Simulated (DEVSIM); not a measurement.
System: Mo/Si3N4/p-Ge capacitor, at 300 K.

| layer (left to right) | material | thickness (nm) | Na (cm⁻³) |
|---|---|---|---|
| 1 | Si3N4 | 22.0 | - |
| 2 | Ge | 14000 | 1.9e15 |

Metal gate on the left, work function 4.6 eV. Fixed charge at the semiconductor interface -3.2e11 cm⁻² (in units of +e); no interface traps.

The device is made up for the run: typed textbook-type constants, with dimensions and the other settings drawn at random. Values at 300 K; Nc and Nv go as T^1.5, mobilities as T to minus their exponent, the gap by Varshni's rule with the affinity fixed.

```csv
parameter,Si3N4,Ge
gap (eV),5.1,0.664
affinity (eV),2.1,4
permittivity,7.5,16
Nc (cm⁻³),-,1.04e19
Nv (cm⁻³),-,6e18
Varshni α (eV/K),-,0.000477
Varshni β (K),-,235
```

Simulated with DEVSIM: 1D Poisson equation in equilibrium, Boltzmann statistics, complete ionisation; no quantum confinement or tunnelling. Metal contacts follow the ideal Schottky-Mott rule: no Fermi-level pinning, no interface dipoles.

The temperature was swept, all else fixed.

```json
[
 {"temperature (K)": "250", "minimum of the low-frequency capacitance (μF/cm²)": "0.0283", "threshold voltage (band bending 2φF) (V)": "0.65", "flat-band voltage (V)": "0.25"},
 {"temperature (K)": "300", "minimum of the low-frequency capacitance (μF/cm²)": "?", "threshold voltage (band bending 2φF) (V)": "?", "flat-band voltage (V)": "0.31"},
 {"temperature (K)": "350", "minimum of the low-frequency capacitance (μF/cm²)": "0.0564", "threshold voltage (band bending 2φF) (V)": "0.54", "flat-band voltage (V)": "0.38"},
 {"temperature (K)": "400", "minimum of the low-frequency capacitance (μF/cm²)": "0.0960", "threshold voltage (band bending 2φF) (V)": "0.49", "flat-band voltage (V)": "0.43"},
 {"temperature (K)": "450", "minimum of the low-frequency capacitance (μF/cm²)": "0.142", "threshold voltage (band bending 2φF) (V)": "0.47", "flat-band voltage (V)": "0.45"},
 {"temperature (K)": "500", "minimum of the low-frequency capacitance (μF/cm²)": "0.182", "threshold voltage (band bending 2φF) (V)": "0.48", "flat-band voltage (V)": "0.46"}
]
```

**Question.** What belongs in the gaps?

**Answer.** 
- 300, minimum of the low-frequency capacitance (μF/cm²): 0.0375
- 300, threshold voltage (band bending 2φF) (V): 0.59
